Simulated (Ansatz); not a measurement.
Start from Ti in the hcp (Mg type) structure (space group P6_3/mmc, No. 194; a = 2.902 Å, c = 4.593 Å; relaxed with 0.1 eV smearing).

Calculations: PBEsol, PAW, 420 eV (Ansatz, a first-principles code; without spin-orbit coupling).

Strains are applied to the cell and any free atomic positions relax.

One change was made to it. Results:

```tsv
quantity	base	after
energy relative to the base (free energy F)	0 meV/atom	+21 meV/atom
pressure (mean of the normal stresses, compression positive)	0.0 GPa	-6.3 GPa
```

Which change produced these results?
A) isotropic strain −3.00 %
B) isotropic strain +1.50 %
C) isotropic strain +2.00 %
D) isotropic strain −2.50 %

C, isotropic strain +2.00 %. For comparison, the energy relative to the base in the other runs: isotropic strain −2.50 % gives +37 meV/atom; isotropic strain −3.00 % gives +54 meV/atom; isotropic strain +1.50 % gives +12 meV/atom.

Whether these cells are dynamically stable was not tested. All final runs are without spin polarisation.
